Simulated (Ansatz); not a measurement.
## Habitual settings against a tight run: Mn3Si (Fm-3m, 4 atoms in the cell)

Self-consistent single point.

```
CELL_PARAMETERS angstrom
      0.00000     2.86763     2.86763
      2.86763     0.00000     2.86763
      2.86763     2.86763     0.00000
ATOMIC_POSITIONS crystal
  Mn 0.25000 0.25000 0.25000
  Mn 0.75000 0.75000 0.75000
  Mn 0.50000 0.50000 0.50000
  Si 0.00000 0.00000 0.00000
```
Moments meant for the start (each program seeds them in its own way; μB, in the order of the atoms Mn Mn Mn Si): 4.0 4.0 4.0 0.0.

Method of the run: LDA (PW92), harder PAW files (source: ansatz) made with PBE (plane waves; Ansatz, an electronic-structure program).

Base settings: basis.ecutwfc = 720 eV; kpoints.mp_grid.grid = 10 10 10; hamiltonian.xc = lda; hamiltonian.pseudopotentials = {kind: paw, source: ansatz}; magnetization.spin_polarized = true; scf.occupations.method = methfessel_paxton; scf.occupations.width = 0.05 eV.

Tight run (finer mesh or higher cutoff; not a proven limit): basis.ecutwfc: 720 eV → 1010 eV; kpoints.mp_grid.grid: 10 10 10 → 14 14 14; scf.convergence.dr2_threshold: default (1e-07 eV) → 1e-09 eV. It gave Fermi level (on the code's own zero) 17.45 eV; pressure -23.97 GPa; size of the cell's spin moment 1.03 μB.

Quick runs, as changes from the base:
- A: the base itself
- B: kpoints.mp_grid.grid: 10 10 10 → 4 4 4; scf.occupations.method: methfessel_paxton → fermi_dirac; scf.occupations.width: 0.05 eV → 0.2 eV

Energies are extrapolated to zero smearing width, which holds to low order in the width alone.

The count of work is k-points × plane waves × bands × iterations; it is no time. 

Pressures in the table are Ansatz's without its Pulay estimate, at a fixed set of plane waves; the tight run's value above holds the estimate.

The starting cell comes from a database of computed structures (which also holds hypothetical and non-ambient phases and stackings), without a prior relaxation at this level. Its lattice was rescaled by a random factor within 2.5 % of one. The magnetic order is the one reached from the typed start; others were not searched systematically. The program warned that a starting moment was not kept. In the base run, with a pressure of about -24 GPa the cell is away from its equilibrium volume at this level.

| run | energy less tight (meV/atom) | pressure less tight (GPa) | size of the net moment less tight (μB/atom) | count of work / tight |
|---|---|---|---|---|
| A | 0.5 | 0.02 | 0.00 | 0.30 |
| B | 15.6 | -1.03 | 0.07 | 0.032 |

Among the runs at the tight run's level, the energy misses run from 0.5 to 15.6 meV/atom.

Left out of this page: 3 runs of the series outside the window shown, repeating another row's setting, or not comparable; 1 run of the series unsound by tests on forces, stress, charge or solver warnings.

Keys are those of Ansatz 0.2.
